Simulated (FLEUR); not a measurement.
FLEUR run on KMgH3 (P1, 5 atoms in the cell): self-consistent single point.

Computed with LDA (Perdew-Zunger), all-electron FLAPW (FLEUR), scalar-relativistic valence.

The change in words: atoms moved at random. Reference geometry:
```xyz
5
Lattice="3.9881 0.0000 0.0000 0.0000 3.9881 0.0000 0.0000 0.0000 3.9881" Properties=species:S:1:pos:R:3 pbc="T T T"
K      0.0000     0.0000     0.0000
Mg     1.9941     1.9941     1.9941
H      1.9941     0.0000     1.9941
H      0.0000     1.9941     1.9941
H      1.9941     1.9941     0.0000
```

Reference input (self-consistent single point, DFT, LDA (Perdew-Zunger), all-electron FLAPW (FLEUR), scalar-relativistic valence): Kmax = 4.4 1/bohr; GmaxXC = 17.6 1/bohr; xcFunctional = pz; jspins = 1; l_soc = F; mode = hist; fermiSmearingEnergy = 0.0001 Htr; mesh (inpgen div1-3) = 4 4 4; inpgen gamma flag = true; Gmax = 17.6 1/bohr; numbands = 0; maxIterBroyd = 40. This run's input differs from it in these lines:

```diff
@@ -10,7 +10,7 @@
 5
-19 0.0000000000 0.0000000000 0.0000000000
-12 0.5000000000 0.5000000000 0.5000000000
-1 0.5000000000 0.0000000000 0.5000000000
-1 0.0000000000 0.5000000000 0.5000000000
-1 0.5000000000 0.5000000000 0.0000000000
+19 0.0080200000 -0.0014270000 -0.0165750000
+12 0.5139460000 0.5014310000 0.4955240000
+1 0.4952430000 0.0157170000 0.4987540000
+1 -0.0116720000 0.5057910000 0.5105790000
+1 0.4944640000 0.4784890000 0.0117170000
 
@@ -90,3 +90,3 @@
       <atomGroup species="Potassium (K)">
-         <relPos label="                   1">.0000000000 .0000000000 .0000000000</relPos>
+         <relPos label="                   1">.0080200000 -.0014270000 -.0165750000</relPos>
          <force calculate="T" relaxXYZ="TTT"/>
@@ -94,3 +94,3 @@
       <atomGroup species="Magnesium (Mg)">
-         <relPos label="                   2">1.000/2.000 1.000/2.000 1.000/2.000</relPos>
+         <relPos label="                   2">-.4860540000 -.4985690000 .4955240000</relPos>
          <force calculate="T" relaxXYZ="TTT"/>
@@ -98,5 +98,11 @@
       <atomGroup species="Hydrogen (H)">
-         <relPos label="                   3">1.000/2.000 .0000000000 1.000/2.000</relPos>
-         <relPos label="                   4">.0000000000 1.000/2.000 1.000/2.000</relPos>
-         <relPos label="                   5">1.000/2.000 1.000/2.000 .0000000000</relPos>
+         <relPos label="                   3">.4952430000 .0157170000 .4987540000</relPos>
+         <force calculate="T" relaxXYZ="TTT"/>
+      </atomGroup>
+      <atomGroup species="Hydrogen (H)">
+         <relPos label="                   4">-.0116720000 -.4942090000 -.4894210000</relPos>
+         <force calculate="T" relaxXYZ="TTT"/>
+      </atomGroup>
+      <atomGroup species="Hydrogen (H)">
+         <relPos label="                   5">.4944640000 .4784890000 .0117170000</relPos>
          <force calculate="T" relaxXYZ="TTT"/>
```

Log, with long lists cut:

```
 Iteration:     1   Distance:      10.14441760 me/bohr^3
 Iteration:     2   Distance:       9.39448807 me/bohr^3
 Iteration:     3   Distance:       1.62064477 me/bohr^3
 Iteration:     4   Distance:       1.56254652 me/bohr^3
 Iteration:     5   Distance:       0.43166619 me/bohr^3
   [... 5 lines left out ...]
 Iteration:    11   Distance:       0.00046782 me/bohr^3
 Iteration:    12   Distance:       0.00065498 me/bohr^3
 Iteration:    13   Distance:       0.00003747 me/bohr^3
 Iteration:    14   Distance:       0.00000869 me/bohr^3
 Reset of history
 Run finished successfully
 Stop message:
   Structural relaxation: new displacements generated

[file out, last iteration]
             iter=     15
[...]
          total density-effective poten   -1.2579768102E+03
          total charge density-energy d   -4.8550281310E+01
 Updated energy parameters for spin:           1
[...]
 fermi energy and band-weighting factors:
    0.390017    0.390484

[...]
FERMIE:
          first approx. to ef    (T=0)  :   0.068146 htr   (energy of the highest occ. eigenvalue)
          number of occ. states  (T=0)  :        396
          first approx. to seigv (T=0)  : -18.330212 htr
          sum of weights of occ. states :  11.000000
          sum of semicore charge        :   0.000000 e
FERHIS:  Fermi-Energy by histogram:
          bandgap                     :   0.078070 htr
   [... lines left out ...]
          charge neutrality (T=0)     :   0.000000    (zero if the highest occ. eigenvalue is "entirely" occupied)
 Direct bandgap for spin            1 :   0.15895945053654700       Htr
 ---->    free energy=                      -801.9003674909 htr
   [... lines left out ...]
 TOTAL FORCE FOR ATOM TYPE=  3  X=  3.732   Y=  0.118   Z=  3.759
                       FX_TOT= 0.000451 FY_TOT=-0.006515 FZ_TOT= 0.000423
 TOTAL FORCE FOR ATOM TYPE=  4  X= -0.088   Y= -3.725   Z= -3.688
                       FX_TOT= 0.007049 FY_TOT= 0.000374 FZ_TOT=-0.000838
 TOTAL FORCE FOR ATOM TYPE=  5  X=  3.726   Y=  3.606   Z=  0.088
                       FX_TOT= 0.000539 FY_TOT= 0.003371 FZ_TOT=-0.005327
```

The run converged in 14 iterations. FLEUR gives forces in its relaxation mode, with a further iteration, so its stop message speaks of a relaxation. Against the reference run the free energy rises by 10.2 meV/atom, the largest force goes from 0.000 to 0.412 eV/Å and the gap on the mesh goes from 2.146 to 2.124 eV.

The starting cell comes from a database of computed structures (which also holds hypothetical and non-ambient phases and stackings), without a prior relaxation at this level. For this run, on top of that: atoms moved at random. Values depend on the basis (sphere radii, cutoffs, local orbitals), which need not be converged.

Cost on one core of a shared machine: roughly 2 min.
